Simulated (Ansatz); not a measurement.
An Ansatz (a program for electronic structure) input (Ansatz HSE06, no spin-orbit coupling):

Ansatz 0.2 input:
```yaml
crystal:
  lattice:
    - [3.4339661404, 0, 0]
    - [0, 3.4339661404, 0]
    - [0, 0, 9.807912445]
  atoms:
    - { symbol: N, position: [0.5, 0, 0.3679522874] }
    - { symbol: N, position: [0, 0.5, 0.1033351533] }
    - { symbol: N, position: [0.5, 0, 0.8966648467] }
    - { symbol: N, position: [0, 0.5, 0.6320477126] }
    - { symbol: In, position: [0, 0, 0.7640598978] }
    - { symbol: In, position: [0.5, 0.5, 0.5] }
    - { symbol: In, position: [0, 0, 0.2359401022] }
    - { symbol: Ga, position: [0.5, 0.5, 0] }
basis: { ecutwfc: 420, ecutrho_ratio: 4, xc_grid: 2, fft_grid_basis: typed }
kpoints: { mp_grid: { grid: [6, 6, 2] } }
hamiltonian:
  xc: hse06
  dispersion: none
  pseudopotentials: { kind: paw }
scf: { occupations: { method: fermi_dirac, width: 0.01 } }
output: { eigenvalues: true, eigenstates: { kpoints: [[0, 0, 0], [0, 0, 0.5], [0.5, 0.5, 0]] } }
```

Which symmetry and how many k-points will the program report, and about how many plane waves at Γ?

Space group P-4m2 (ITA 115) with 8 operations, k-points 20 of 72, and 2269 plane waves at Γ.

Single points use the geometry relaxed with r2SCAN. No phonon test of stability was made. The cell was made from GaN by this change: x(In) = 0.75, 8 atoms, P-4m2.
